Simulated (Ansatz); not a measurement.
Band edges of wurtzite ZnO (P6_3mc) under biaxial stress in the basal plane

Cell and atoms are relaxed with PBEsol to each stress (compression positive); bands and masses by PBE with spin-orbit coupling, rigid bands (plane waves, PAW; Ansatz, an electronic-structure program). Strains are changes of length against the unloaded cell.

```
CELL_PARAMETERS angstrom
      3.22991     0.00000     0.00000
     -1.61495     2.79718     0.00000
      0.00000     0.00000     5.21468
ATOMIC_POSITIONS crystal
  Zn 0.33333 0.66667 0.99805
  Zn 0.66667 0.33333 0.49805
  O  0.33333 0.66667 0.37695
  O  0.66667 0.33333 0.87695
```

```json
[
 {"stress (GPa)": "-8.80", "strain c (%)": "-5.35", "strain basal x (%)": "4.71", "gap (eV)": "0.814", "mₑ* c": "0.177", "mₑ* basal x": "0.156", "mₕ* c": "3.6", "mₕ* basal x": "1.71"},
 {"stress (GPa)": "-6.60", "strain c (%)": "-3.59", "strain basal x (%)": "3.33", "gap (eV)": "0.811", "mₑ* c": "0.175", "mₑ* basal x": "0.159", "mₕ* c": "3.3", "mₕ* basal x": "1.78"},
 {"stress (GPa)": "-4.40", "strain c (%)": "-2.24", "strain basal x (%)": "2.14", "gap (eV)": "0.808", "mₑ* c": "0.173", "mₑ* basal x": "0.162", "mₕ* c": "3.1", "mₕ* basal x": "1.80"},
 {"stress (GPa)": "-2.20", "strain c (%)": "-1.07", "strain basal x (%)": "1.04", "gap (eV)": "0.802", "mₑ* c": "0.170", "mₑ* basal x": "0.165", "mₕ* c": "2.9", "mₕ* basal x": "1.83"},
 {"stress (GPa)": "0", "strain c (%)": "0", "strain basal x (%)": "0", "gap (eV)": "0.791", "mₑ* c": "0.167", "mₑ* basal x": "0.167", "mₕ* c": "2.8", "mₕ* basal x": "1.86"},
 {"stress (GPa)": "2.20", "strain c (%)": "1.00", "strain basal x (%)": "-1.00", "gap (eV)": "0.778", "mₑ* c": "0.163", "mₑ* basal x": "0.169", "mₕ* c": "2.7", "mₕ* basal x": "1.88"},
 {"stress (GPa)": "4.40", "strain c (%)": "1.97", "strain basal x (%)": "-1.99", "gap (eV)": "0.762", "mₑ* c": "0.160", "mₑ* basal x": "0.170", "mₕ* c": "2.6", "mₕ* basal x": "1.91"},
 {"stress (GPa)": "6.60", "strain c (%)": "2.89", "strain basal x (%)": "-2.95", "gap (eV)": "0.744", "mₑ* c": "0.156", "mₑ* basal x": "0.171", "mₕ* c": "2.6", "mₕ* basal x": "1.95"}
]
```

c is the normal of the loaded plane; basal y strains as basal x. Masses are conductivity masses at 300 K in electron masses.

Q: From the two loads next to zero, find the biaxial modulus and the ratio of out-of-plane to in-plane strain.

A: Between -2.20 and 2.20 GPa the strain along basal x changes by -2.04 % and that along c by 2.07 %. The modulus is 4.40/0.0204 = 220 GPa and the ratio of the strains 1.01 (PBEsol, atoms relaxed).

Q: Is the response still linear at the largest tension?

A: The modulus predicts 4.08 % at -8.80 GPa; the table has 4.71 %, so the crystal is softer there.

Q: How fast does the gap move on either side of zero load?

A: Under tension, (0.814 − 0.791) eV over -8.80 GPa = -3 meV/GPa, or about 0.5 eV per unit strain; under compression, (0.744 − 0.791) eV over 6.60 GPa = -7 meV/GPa, or about 1.6 eV per unit strain. The two slopes part by 4 meV/GPa; gaps are resolved to about 0.01 eV, which allows 3 meV/GPa, so they differ.

Masses are those of dilute carriers in rigid bands with one relaxation time, without polarons. Third decimals of gaps are kept for the arithmetic. Every relaxation keeps the wurtzite phase (space group P6_3mc under this load), so a transition, a distortion that breaks the symmetry or fracture can't show.
